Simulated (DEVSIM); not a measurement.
Device: abrupt Ge p-n junction, at 250 K.

| layer (left to right) | material | thickness (μm) | Nd (cm⁻³) | Na (cm⁻³) | τn (s) | τp (s) |
|---|---|---|---|---|---|---|
| 1 | Ge | 2.30 | - | 1.6e17 | 1.1e-7 | 1.1e-7 |
| 2 | Ge | 1.00 | 2.2e14 | - | 1.1e-7 | 1.1e-7 |

Left contact: ohmic. Right contact: ohmic. Voltage is applied to the left contact. Recombination: SRH at mid-gap, radiative. Mobility is constant in doping.

The device is made up for the run: typed textbook-type constants, with dimensions and the other settings drawn at random. Values at 300 K; Nc and Nv go as T^1.5, mobilities as T to minus their exponent, the gap by Varshni's rule with the affinity fixed.

```tsv
parameter	Ge
gap (eV)	0.664
affinity (eV)	4
permittivity	16
Nc (cm⁻³)	1.04e19
Nv (cm⁻³)	6e18
μn (cm²/Vs)	3900
μp (cm²/Vs)	1900
T exponent of μn	1.66
T exponent of μp	2.33
B (cm³/s)	6.4e-14
Varshni α (eV/K)	0.000477
Varshni β (K)	235
```

DEVSIM, 1D drift-diffusion, Boltzmann statistics, complete ionisation; no tunnelling, impact ionisation, image-force lowering or self-heating.

**Question.** Tabulate band edges, carrier densities and field at zero bias.

**Answer.** Energies count from the Fermi level of the right contact; mesh points crowd at the junctions.

```csv
x (μm),Ec (eV),Ev (eV),n (cm⁻³),p (cm⁻³),field (V/cm)
0.000,0.611,-0.072,3900000,1.6e17,≈ 0
0.02014,0.611,-0.072,3900000,1.6e17,≈ 0
0.06012,0.611,-0.072,3900000,1.6e17,≈ 0
0.1296,0.611,-0.072,3900000,1.6e17,≈ 0
0.3182,0.611,-0.072,3900000,1.6e17,≈ 0
0.6249,0.611,-0.072,3900000,1.6e17,≈ 0
1.150,0.611,-0.072,3900000,1.6e17,≈ 0
1.796,0.611,-0.072,3900000,1.6e17,≈ 0
2.046,0.611,-0.072,3900000,1.6e17,≈ 0
2.171,0.611,-0.072,3900000,1.6e17,≈ 0
2.240,0.610,-0.072,3900000,1.6e17,-110
2.288,0.602,-0.081,5800000,1.1e17,-7400
2.305,0.579,-0.103,1.7e7,3.7e16,-14000
2.330,0.553,-0.130,5.6e7,1.1e16,-8600
2.399,0.510,-0.173,4.2e8,1.5e15,-5000
2.497,0.466,-0.217,3.2e9,2.0e14,-4100
2.672,0.400,-0.283,6.8e10,9.1e12,-3500
2.940,0.315,-0.368,3.6e12,1.7e11,-2900
3.148,0.260,-0.422,4.5e13,1.4e10,-2400
3.226,0.242,-0.440,1.0e14,6.0e9,-2200
3.272,0.232,-0.451,1.7e14,3.8e9,-2200
3.300,0.226,-0.457,2.2e14,2.8e9,-2200
```
